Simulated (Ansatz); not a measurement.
AlCr₂C (P6₃/mmc, No. 194, 8 atoms in the cell; start mp-9956)

Method: PBEsol in Ansatz (plane waves, PAW).

Settings: plane-wave cutoff 500 eV, 18×18×4 k mesh (along the axes of the cell as run), Fermi–Dirac smearing 0.05 eV, no spin polarisation, scalar-relativistic PAW data made under PBE.

Cell (relaxed at this level):

```cif
data_C2Al2Cr4
_chemical_formula_sum 'Al2 Cr4 C2'
_space_group_name_H-M_alt 'P63/mmc'
_space_group_IT_number 194
_space_group_name_Hall '-P 6c 2c'
_cell_length_a 2.81166
_cell_length_b 2.81166
_cell_length_c 12.59991
_cell_angle_alpha 90.000
_cell_angle_beta 90.000
_cell_angle_gamma 120.000
loop_
_atom_site_label
_atom_site_type_symbol
_atom_site_symmetry_multiplicity
_atom_site_Wyckoff_symbol
_atom_site_fract_x
_atom_site_fract_y
_atom_site_fract_z
_atom_site_occupancy
Al1 Al 2 d 0.66667 0.33333 0.25000 1
Cr1 Cr 4 f 0.33333 0.66667 0.08436 1
C1 C 2 a 0.00000 0.00000 0.00000 1
```

| Quantity | Value |
|---|---|
| band gap | zero (no gap) |

Note: the relaxation could not lower the start's symmetry, so the cell can be a saddle point above a distorted one.

Computed values are for the static lattice.

It cost around 110 core-seconds (rough) of CPU time.

A start named mp-… is a Materials Project structure, which need not be a measured phase.

Ansatz is a program for electronic structure.
